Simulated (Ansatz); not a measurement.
Consider Se (space group P3_121, No. 152; a = 4.535 Å, c = 5.041 Å; made of chains). Axes: x lies along a and z along c of the hexagonal cell.

Computed with DFT with PBE, PAW potentials and a 420 eV plane-wave cutoff in Ansatz (a quantum-chemistry and plane-wave program), without spin-orbit coupling.

The change: the cell is scaled by 1.0286 in all directions, atoms relaxed at fixed cell.

Question: Predict the stress tensor and what it implies for the stiffness.

Answer: Stress of the strained cell less that of the base (GPa, compression positive):
```
  -0.37    0.00    0.00
   0.00   -0.37    0.00
   0.00    0.00   -2.26
```

Then B = −ΔP/(ΔV/V₀) with ΔV/V₀ = 0.0883 gives secant stiffness values (nonlinear terms included at this strain): B (at held cell shape, above the free-shape value) ≈ 11 GPa.

As a check, the harmonic strain energy −½ V₀ Δσ:ε is 8.0 meV/atom; the computed energy rise is 8.8 meV/atom.

Whether these cells are dynamically stable was not tested. No dispersion term is included, though the crystal is made of layers, chains or molecules, so its spacings can come out too wide.
